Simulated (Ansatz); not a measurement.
We consider LaBr₃ (model structure, started from the ReO3 type, Pm-3m, No. 221, 4 atoms in the cell), described by PBE in Ansatz (PAW).

Settings: plane-wave cutoff 520 eV, 6×6×6 k mesh, Fermi–Dirac smearing 0.01 eV, scalar-relativistic PAW data made under PBE.

Cell (relaxed with PBEsol):

```
CELL_PARAMETERS angstrom
      5.80365     0.00000     0.00000
      0.00000     5.80365     0.00000
      0.00000     0.00000     5.80365
ATOMIC_POSITIONS crystal
  La 0.00000 0.00000 0.00000
  Br 0.50000 0.00000 0.00000
  Br 0.00000 0.00000 0.50000
  Br 0.00000 0.50000 0.00000
```

Q: Predict the band gap and direct gap at Γ.

A: 
band gap: 3.60 eV
direct gap at Γ: 4.15 eV

Note: the relaxation could raise the start's symmetry but not lower it, so the cell can be a saddle point; cell and atoms aren't relaxed at this level (pressure 1.1 GPa).

Spin–orbit coupling is not included.

The computed numbers hold no vibrational or temperature effects.

A model structure was made by putting elements into a prototype or built by hand; it is no filed structure, need not be a known phase, and can be a saddle point held by its symmetry.

Ansatz is a first-principles code.
